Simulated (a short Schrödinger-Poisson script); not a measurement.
From a short Schrödinger-Poisson script (our own, NumPy): 1D Poisson equation in equilibrium, electrons quantum, Hartree (BenDaniel-Duke, 40 states a valley, the channel's in-plane mass for all, wave functions free to enter the barrier), parabolic valleys, classical holes, full ionisation, no traps, pinning or gate leakage.

Structure: gated Al0.33Ga0.67As/GaAs δ-doped gas, at 300 K.

From the gate side: 30 nm Al0.33Ga0.67As; 5 nm Al0.33Ga0.67As; 6000 nm GaAs, acceptors 1e14 cm⁻³.

The device is made up for the run: typed textbook-type constants, with dimensions and the other settings drawn at random. Al0.33Ga0.67As: permittivity 11.96, conduction-band edge (eV) 0.261, gap (eV) 1.836, electron mass (mₑ) 0.0944, Nv at 300 K (cm⁻³) 9e18. GaAs: permittivity 12.9, conduction-band edge (eV) 0, gap (eV) 1.424, Nv at 300 K (cm⁻³) 9e18.

Channel valleys (confinement mass, in-plane density-of-states mass, number): Γ 0.067, 0.067, 1. At the gate the conduction-band edge of layer 1 lies 1.01 eV − eVg above the Fermi level of the channel; the field vanishes at the back. Sheet of ionised δ-doping: +2.2e12 e/cm² at 30 nm from the gate. The barrier under the gate holds no holes. Gaps are held at their typed values at every temperature. Mesh 0.08 nm at interfaces.

### Question
Give the capacitance at Vg = 0.5 V (μF/cm²); the sheet density of all electrons at Vg = 0.5 V (cm⁻²); the lowest subband against the Fermi level at Vg = 0.5 V (meV).

### Answer
capacitance at Vg = 0.5 V (μF/cm²): 0.269; sheet density of all electrons at Vg = 0.5 V (cm⁻²): 1.19e12; lowest subband against the Fermi level at Vg = 0.5 V (meV): -17.9.
